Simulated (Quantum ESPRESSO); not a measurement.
# Habitual settings against a tight run: MgCd₂ (Cmcm, 6 atoms in the cell)

Self-consistent single point.

```
MgCd2
1.0
    1.55249    -8.01633     0.00000
    1.55249     8.01633     0.00000
    0.00000     0.00000     5.00026
Mg Cd
2 4
Cartesian
  1.55249   0.92284   1.25006
  1.55249  -0.92284   3.75019
  1.55249   6.28112   1.25006
  1.55249  -6.28112   3.75019
  1.55249  -4.47359   1.25006
  1.55249   4.47359   3.75019
```

Method of the run: LDA (PZ), GBRV 1.5 ultrasoft (LDA) pseudopotentials (plane waves; Quantum ESPRESSO).

Base settings: ecutwfc = 40 Ry; ecutrho = 200 Ry; occupations = smearing; smearing = marzari-vanderbilt; degauss = 0.0073499 Ry; potentials = {Mg: mg_lda_v1.4.uspp.F.UPF, Cd: cd_lda_v1.uspp.F.UPF}; K_POINTS = automatic 6 6 4 0 0 0; conv_thr = 1e-11 Ry.

Tight run (finer mesh or higher cutoff; not a proven limit): ecutwfc: 40 Ry → 56 Ry; ecutrho: 200 Ry → 280 Ry; conv_thr: 1e-11 Ry → 7.3e-11 Ry; K_POINTS: automatic 6 6 4 0 0 0 → automatic 9 9 6 0 0 0. It gave Fermi level (on the code's own zero) 9.95 eV; pressure -4.07 GPa; largest force (vector length) 0.082 eV/Å.

Quick runs, as changes from the base:
- A: ecutwfc: 40 Ry → 20 Ry; ecutrho: 200 Ry → 100 Ry; smearing: marzari-vanderbilt → gaussian; degauss: 0.0073499 Ry → 0.019992 Ry; conv_thr: 1e-11 Ry → 7.3e-05 Ry; K_POINTS: automatic 6 6 4 0 0 0 → automatic 4 4 4 0 0 0
- B: ecutwfc: 40 Ry → 44 Ry; ecutrho: 200 Ry → 352 Ry; pseudopotentials: {Mg: mg_lda_v1.4.uspp.F.UPF, Cd: cd_lda_v1.uspp.F.UPF} → {Mg: mg_pbe_v1.4.uspp.F.UPF, Cd: Cd.pbe-dn-rrkjus_psl.0.3.1.UPF}; K_POINTS: automatic 6 6 4 0 0 0 → automatic 6 6 6 1 1 1; input_dft: default → pbesol [PBEsol]
- C: ecutwfc: 40 Ry → 28 Ry; ecutrho: 200 Ry → 224 Ry; pseudopotentials: {Mg: mg_lda_v1.4.uspp.F.UPF, Cd: cd_lda_v1.uspp.F.UPF} → {Mg: mg_pbe_v1.4.uspp.F.UPF, Cd: Cd.pbe-dn-rrkjus_psl.0.3.1.UPF}; K_POINTS: automatic 6 6 4 0 0 0 → automatic 2 2 2 1 1 1; input_dft: default → pbesol [PBEsol]
- D: ecutwfc: 40 Ry → 32 Ry; ecutrho: 200 Ry → 160 Ry; smearing: marzari-vanderbilt → fermi-dirac; degauss: 0.0073499 Ry → 0.0147 Ry; K_POINTS: automatic 6 6 4 0 0 0 → automatic 2 2 2 0 0 0

Energies are extrapolated to zero smearing width, which holds to low order in the width alone (under cold and Methfessel-Paxton smearing the free energy itself is taken).

Dashes: pressure of A, not trusted under this conv_thr with d or f elements; energy of B, C, another energy zero.

† marks runs with another functional, U, potentials or spin treatment: their distance from the tight run is not a convergence error alone.

The count of work is k-points × plane waves × bands × iterations; it is no time. Core times come from one kind of shared machine and are given to one figure; runs under 30 s give none.

The starting cell comes from a database of computed structures (which also holds hypothetical and non-ambient phases and stackings), without a prior relaxation at this level. Its lattice was rescaled by a random factor within 2.5 % of one. In the base run, with a pressure of about -3 GPa the cell is away from its equilibrium volume at this level. Without a gap this mesh is coarse (it stands for a supercell whose shortest vector is 19 Å).

```
run  energy less tight (meV/atom)  pressure less tight (GPa)  largest miss in a force vector (eV/Å)  count of work / tight  core time / tight (rough)
---  ----------------------------  -------------------------  -------------------------------------  ---------------------  -------------------------
A                          3462.6                          –                                  0.040                  0.023                       0.03
B†                              –                       2.61                                  0.048                   0.25                        0.3
C†                              –                     -46.51                                  0.222                 0.0071                       0.03
D                           190.4                       0.11                                  0.112                  0.026                       0.04
```

Among the runs at the tight run's level, the energy misses run from 190.4 to 3462.6 meV/atom.

Left out of this page: 1 run of the series outside the window shown, repeating another row's setting, or not comparable.
